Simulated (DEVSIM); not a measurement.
Structure: illuminated Si n-on-p cell, one wavelength, at 400 K.

```
layer (left to right)  material  thickness (μm)  Nd (cm⁻³)  Na (cm⁻³)   τn (s)   τp (s)  absorption coefficient (cm⁻¹)
---------------------  --------  --------------  ---------  ---------  -------  -------  -----------------------------
1                            Si           0.830     8.7e18          -   5.4e-6   4.8e-5                            370
2                            Si            71.0          -     6.5e15  0.00032  0.00032                            370
```

Left contact: ohmic, minority hole recombination velocity 1e6 cm/s. Right contact: ohmic, minority electron recombination velocity 60000 cm/s. Voltage is applied to the left contact. Recombination: SRH at mid-gap, radiative, Auger. Gap narrowing is on: ΔEg = 6.92 meV × (l + √(l² + 0.5)), l = ln(N/1.3e17 cm⁻³), shared equally by both band edges. Light enters at the left, 5.7e16 photons cm⁻² s⁻¹, one pass, no reflection. Mobility is constant in doping.

The device is made up for the run: typed textbook-type constants, with dimensions and the other settings drawn at random. Values at 300 K; Nc and Nv go as T^1.5, mobilities as T to minus their exponent, the gap by Varshni's rule with the affinity fixed.

| parameter | Si |
|---|---|
| gap (eV) | 1.124 |
| affinity (eV) | 4.05 |
| permittivity | 11.7 |
| Nc (cm⁻³) | 2.86e19 |
| Nv (cm⁻³) | 3.1e19 |
| μn (cm²/Vs) | 1417 |
| μp (cm²/Vs) | 470 |
| T exponent of μn | 2.3 |
| T exponent of μp | 2.2 |
| B (cm³/s) | 4.7e-15 |
| Cn (cm⁶/s) | 2.8e-31 |
| Cp (cm⁶/s) | 9.9e-32 |
| Varshni α (eV/K) | 0.000473 |
| Varshni β (K) | 636 |

Simulated with DEVSIM: 1D drift-diffusion, Boltzmann statistics, complete ionisation; no tunnelling, impact ionisation, image-force lowering or self-heating.

The thickness of layer 1 was swept, all else fixed.

| thickness of layer 1 (μm) | dark forward voltage at 100 A/cm² (V) | open-circuit voltage (V) | dark forward voltage at 1 A/cm² (V) | largest power (mW/cm²) |
|---|---|---|---|---|
| 0.17 | 0.799 | 0.254 | 0.438 | 0.973 |
| 0.29 | (withheld) | 0.257 | 0.440 | 0.995 |
| 0.5 | 0.759 | 0.260 | 0.442 | 1.01 |
| 0.83 | 0.742 | 0.262 | 0.443 | 1.01 |
| 1.4 | 0.727 | 0.263 | 0.444 | 1.01 |
| 2.5 | 0.713 | 0.264 | 0.445 | 1.00 |
| 4.1 | 0.704 | 0.263 | 0.445 | 0.984 |

### Question
Fill in the missing entries.

### Answer

- 0.29, dark forward voltage at 100 A/cm² (V): 0.780
